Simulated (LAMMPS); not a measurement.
LAMMPS 22 Jul 2025, classical MD, Buckingham with full ionic charges: MgO, 10648 atoms.

| Item | Value |
|---|---|
| task | MD, nve |
| potential | Buckingham with full ionic charges |
| copies of the repeat unit | 11×11×11 |
| shape (slab and sphere leave vacuum in the box) | bulk |
| steps | 200 |
| timestep | 1 fs |
| neighbor skin | 2 Å |
| neigh_modify | every 1 delay 0 check yes |
| thermo | 50 |
| kspace_style | pppm |
| pair cutoff | 9 Å |
| newton | on (default) |
| atom_modify sort (bins of 2 Å where set) | 1000 (default) |
| comm_style | brick (default) |
| box | 46.3 × 46.3 × 46.3 Å |
| start | generated rock salt lattice, warmed in an untimed run |

All runs start from one configuration, warmed at this fixed volume for 1000 steps under a thermostat at 900 K. The reference run has a mean temperature of 892 K and a mean pressure of 3.3 GPa.

Differences are taken against the run with kspace_accuracy = 1e-08, kspace_modify order 7; no run here is proven converged. Single runs; times are not shown.

Settings tried, all else as in the reference:
- kspace_accuracy = 0.001, kspace_modify order 5 diff ik (default)
- kspace_accuracy = 0.01, kspace_modify order 5 diff ik (default)
- kspace_accuracy = 0.1, kspace_modify order 5 diff ik (default)
- kspace_accuracy = 1e-05, kspace_modify order 5 diff ik (default)
- kspace_accuracy = 0.0001, kspace_modify order 5 diff ik (default)
- kspace_accuracy = 1e-06, kspace_modify order 5 diff ik (default)

### Question
Which of these stay within 0.10 meV/atom in energy, 1.0 meV/Å in forces on 48 atoms (largest component) of the reference run?

### Answer
Within it: kspace_accuracy = 1e-06, kspace_modify order 5 diff ik (default); kspace_accuracy = 1e-05, kspace_modify order 5 diff ik (default). Outside: kspace_accuracy = 0.0001, kspace_modify order 5 diff ik (default); kspace_accuracy = 0.001, kspace_modify order 5 diff ik (default); kspace_accuracy = 0.01, kspace_modify order 5 diff ik (default); kspace_accuracy = 0.1, kspace_modify order 5 diff ik (default).

| setting | k-space grid | energy against the reference | difference in forces on 48 atoms (largest component) |
|---|---|---|---|
| the reference | 144×144×144 | — | — |
| kspace_accuracy = 1e-06, kspace_modify order 5 diff ik (default) | 125×125×125 | +0.0022 meV/atom | 0.023 meV/Å |
| kspace_accuracy = 1e-05, kspace_modify order 5 diff ik (default) | 75×75×75 | +0.013 meV/atom | 0.20 meV/Å |
| kspace_accuracy = 0.0001, kspace_modify order 5 diff ik (default) | 45×45×45 | +0.15 meV/atom | 1.2 meV/Å |
| kspace_accuracy = 0.001, kspace_modify order 5 diff ik (default) | 27×27×27 | +1.9 meV/atom | 11 meV/Å |
| kspace_accuracy = 0.01, kspace_modify order 5 diff ik (default) | 16×16×16 | +22 meV/atom | 94 meV/Å |
| kspace_accuracy = 0.1, kspace_modify order 5 diff ik (default) | 10×10×10 | +130 meV/atom | 440 meV/Å |

Total energies are compared; such shifts often cancel in part in energy differences. Energies and forces are those of the first step; by LAMMPS's own estimate the reference reaches a relative force accuracy of 8e-07. The tolerance is a choice made for this comparison.
